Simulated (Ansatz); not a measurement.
A user runs Ansatz (a quantum-chemistry and plane-wave program) on HfO2 (Fm-3m, 3 atoms in the cell) and asks whether the run is sound. The aim is a self-consistent single point with DFT, PBE, plane waves, PAW files.

Cell that was meant: a = 3.5857 Å, b = 3.5857 Å, c = 3.5857 Å, α = 60.00°, β = 60.00°, γ = 60.00°.

Part of the input:

Ansatz 0.2 input:
```yaml
    - { symbol: O, position: [0.750000, 0.750000, 0.750000] }
    - { symbol: O, position: [0.250000, 0.250000, 0.250000] }
basis:
  ecutwfc: 65.0
kpoints:
  mp_grid:
    grid: [8, 8, 8]
```

Log, with long lists cut:

```
   [... lines left out ...]
Symmetry: 48 space group operations
Space group: Fm-3m (ITA 225), of the structure as read, at distance tolerance 3.2e-5 Å
k-points: 29 of 512
Initial density: superposition of atomic densities (chi_scale 0.1, normalization cell, long waves kept (reshape's long-wave potential 0.00 eV rms))
Initial wavefunctions: pseudopotential atomic-orbital guess
Eigensolver: davidson
Functional: x = pbe(κ = 0.804, μ = 0.2195149727645171), c = pbe(β = 0.06672455060314922)
SCF iter   1: F=—  HF=-16361.552142 eV  |F-HF|=—  |Δ(HF+E_count)|=         —  Δρ=2.23e0  dr2=1.09e3  ethr=3.10e-3  ⟨swp⟩=1.0  Hψ=1139  notcnv=0
all-band conjugate gradients solve this SCF's bands
preconditioner: auto → LDOS
SCF iter   2: F=—  HF=-15492.158739 eV  |F-HF|=—  |Δ(HF+E_count)|=    8.69e2  Δρ=2.99e-1  dr2=4.26e1  ethr=3.10e-3  ⟨swp⟩=3.4  Hψ=2034  notcnv=0  defer=1
   [... lines left out ...]
SCF iter   6: F=—  HF=-15468.381448 eV  |F-HF|=—  |Δ(HF+E_count)|=   1.48e-3  Δρ=2.34e-4  dr2=2.31e-5  ethr=4.97e-6  ⟨swp⟩=2.0  Hψ=883  notcnv=0  defer=2
SCF iter   7: F=—  HF=-15468.398620 eV  |F-HF|=—  |Δ(HF+E_count)|=   1.72e-2  Δρ=3.78e-5  dr2=3.84e-7  ethr=6.07e-8  ⟨swp⟩=2.1  Hψ=1202  notcnv=0  defer=2
SCF iter   8: F=-15468.398620 eV  HF=-15468.398620 eV  |F-HF|=3.71e-9  |Δ(HF+E_count)|=   3.50e-8  Δρ=4.66e-6  dr2=7.73e-9  ethr=2.63e-10  ⟨swp⟩=5.9  Hψ=2604  notcnv=0
SCF 1 converged in 8 iterations: F = -15468.398620 eV  dr2 = 7.73e-9
Free energy (F): -15468.398620 eV
Internal energy: -15468.397423 eV  (E = F + TS)
E sigma→0 (E₀):  -15468.398022 eV
Entropy (-TS):   -0.001197 eV (-0.399 meV/atom)
Fermi energy:    22.864885 eV
--- Forces (eV/Å), atoms counted from 1 ---
  atom   1  Hf    -0.00000000    -0.00000000    -0.00000000
   [... zero for the other atoms too ...]
--- Stress (GPa, compression-positive) ---
      366.719786       0.000000       0.000000
       -0.000000     366.719786       0.000000
       -0.000000       0.000000     366.719786
  P = ⅓ Tr σ = 366.7198 GPa (3667.198 kbar)
  The stress holds the Pulay correction. Without it, at fixed plane waves, as pw.x and ABINIT print it: P = -14332.0969 GPa
```

Is this run sound? If not, what is wrong?

The run is not sound. The fault is a basis or grid far too coarse for these potentials. The error of an incomplete plane-wave basis or grid does not cancel at such settings. To fix it, restore the cutoff that the potentials need and check convergence. The run converged in 8 iterations without an error; against the sound input the free energy rises by 465 eV/atom, the pressure goes from 4.09 to 366.7 GPa and no clean gap remains on the mesh (levels overlap or are partly filled), against 3.79 eV before. At a fixed set of plane waves, without the program's Pulay estimate, the pressure is -14332.10 GPa against 3.50 GPa.

The sound input it was made from differs as follows (other fixes are possible):
```diff
-  ecutwfc: 65.0
+  ecutwfc: 420.0
```

With that input, the run converged in 7 iterations: free energy E − TS (on the zero of these files) -16862.2499 eV; top of the valence band (on the code's own zero) 14.82 eV; gap on the k-point mesh 3.79 eV; pressure 4.09 GPa (DFT, PBE, plane waves, PAW files).

On the sound input: the starting cell comes from a database of computed structures (which also holds hypothetical and non-ambient phases and stackings), without a prior relaxation at this level. Its lattice was rescaled by a random factor within 2.5 % of one. Spin-orbit coupling is off. With a pressure of about 4 GPa the cell is away from its equilibrium volume at this level. Ansatz's pressure includes its estimate of the finite-basis (Pulay) stress. Without the estimate this run gives 3.50 GPa.
